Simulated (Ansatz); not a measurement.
# SiC under a change: pressure −2 GPa

The parent structure is SiC in the zinc blende structure (space group F-43m, No. 216; a = 4.3563 Å).

Modification: a negative pressure, −2 GPa.

The values are results of r2SCAN (Ansatz, a quantum-chemistry and plane-wave program; PAW; 500 eV plane waves; no spin-orbit coupling), not measurements. Settings: 13×13×13 k-points, 0.05 eV Fermi–Dirac smearing.

```csv
quantity,base,changed,shift
volume per atom,10.33 Å³,10.43 Å³,+0.093 Å³
density,3.22 g/cm³,3.19 g/cm³,-0.03 g/cm³
lattice parameter a,435.6 pm,436.9 pm,+1.3 pm
band gap,1.71 eV,1.72 eV,+0.01 eV
gap character,"indirect, Γ → X","indirect, Γ → X",–
smallest direct gap,5.05 eV,5.04 eV,-0.01 eV
width of the top valence band,4.81 eV,4.78 eV,-0.03 eV
electron mass,"0.64 mₑ along k, 0.23 mₑ across (at X)","0.64 mₑ along k, 0.23 mₑ across (at X)",–
```

Load acts through the strain it causes; cell and atoms are relaxed under it. Effective masses come from finite differences of ±0.01 Å⁻¹. Along k means along the line from Γ to the band edge. No phonon test of stability was made.
